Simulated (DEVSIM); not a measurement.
Structure: double heterostructure, Ge between p- and n-type Si, at 250 K.

| layer (left to right) | material | thickness (μm) | Nd (cm⁻³) | Na (cm⁻³) | τn (s) | τp (s) |
|---|---|---|---|---|---|---|
| 1 | Si | 0.280 | - | 1.9e17 | 9.2e-7 | 9.2e-7 |
| 2 | Ge | 0.280 | 1.3e15 | - | 9.2e-7 | 9.2e-7 |
| 3 | Si | 0.400 | 6.7e17 | - | 9.2e-7 | 9.2e-7 |

Left contact: ohmic. Right contact: ohmic. Voltage is applied to the left contact. Recombination: SRH at mid-gap, radiative. Mobility is μmin + (μ − μmin)/(1 + (N/Nref)^α).

Constants are typed, rounded textbook-type inputs, not results; the design itself was drawn at random and stands for no fabricated device. Values at 300 K; Nc and Nv go as T^1.5, mobilities as T to minus their exponent, the gap by Varshni's rule with the affinity fixed.

| parameter | Si | Ge |
|---|---|---|
| gap (eV) | 1.124 | 0.664 |
| affinity (eV) | 4.05 | 4 |
| permittivity | 11.7 | 16 |
| Nc (cm⁻³) | 2.86e19 | 1.04e19 |
| Nv (cm⁻³) | 3.1e19 | 6e18 |
| μn (cm²/Vs) | 1417 | 3900 |
| μp (cm²/Vs) | 470 | 1900 |
| μn,min | 52 | 150 |
| μp,min | 45 | 100 |
| Nref,n | 9.7e16 | 2.6e17 |
| Nref,p | 2.2e17 | 4e17 |
| αn | 0.68 | 0.56 |
| αp | 0.72 | 0.6 |
| T exponent of μn | 2.3 | 1.66 |
| T exponent of μp | 2.2 | 2.33 |
| B (cm³/s) | 4.7e-15 | 6.4e-14 |
| Varshni α (eV/K) | 0.000473 | 0.000477 |
| Varshni β (K) | 636 | 235 |

Simulated with DEVSIM: 1D drift-diffusion, Boltzmann statistics, complete ionisation; no tunnelling, impact ionisation, image-force lowering or self-heating. Band offsets follow the typed affinities; no thermionic-emission limit at abrupt steps, no polarisation charge.

The minority lifetime in layer 2 was swept, all else fixed.

| minority lifetime in layer 2 (s) | dark forward voltage at 1 A/cm² (V) |
|---|---|
| 2.8e-8 | 0.641 |
| 9.2e-8 | 0.643 |
| 2.8e-7 | 0.648 |
| 9.2e-7 | 0.657 |
| 2.8e-6 | 0.668 |
| 9.2e-6 | 0.678 |
| 2.8e-5 | 0.683 |

From the first row to the last the dark forward voltage at 1 A/cm² goes from 0.641 to 0.683.
